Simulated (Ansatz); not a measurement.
ScIr$_{3}$ (Pm-3m): resistivity and electron-phonon coupling

Data:

```xyz
4
Lattice="3.8960 0.0000 0.0000 0.0000 3.8960 0.0000 0.0000 0.0000 3.8960" Properties=species:S:1:pos:R:3 pbc="T T T"
Sc     0.0000     0.0000     0.0000
Ir     0.0000     1.9480     1.9480
Ir     1.9480     0.0000     1.9480
Ir     1.9480     1.9480     0.0000
```

Computed with PBEsol, DFPT electron-phonon coupling, linearised Boltzmann equation (plane waves, PAW, scalar-relativistic; Ansatz, a program for electronic structure). How the cell was made: relaxed with this functional, without spin-orbit coupling.

```
Item                                                                                          Result
----------------------------------------------------------------------------------  ----------------
resistivity at 300 K                                                                      18.6 μΩ·cm
electron mean free path at 300 K (weighted by the current that each state carries)            4.0 nm
Drude plasma energy                                                                           6.7 eV
Hall coefficient at 300 K                                                           13.4 ×10⁻¹¹ m³/C
```

A metal at this level (no band gap). Only scattering by harmonic phonons is included (no impurities, grain boundaries, electron-electron scattering or thermal expansion). Spin-orbit coupling is left out, which matters with elements this heavy. Halving the electron mesh (24x24x24) moves the resistivity by up to 1 % at 300 K, the mean free path by up to 4 %. Smearing 0.20 eV; phonons on a 4x4x4 q mesh, which this run doesn't test and which matters most at low temperature.

Computed structure with no diffraction record at hand here (it may be known, metastable or hypothetical): ScIr3 (Pm-3m).
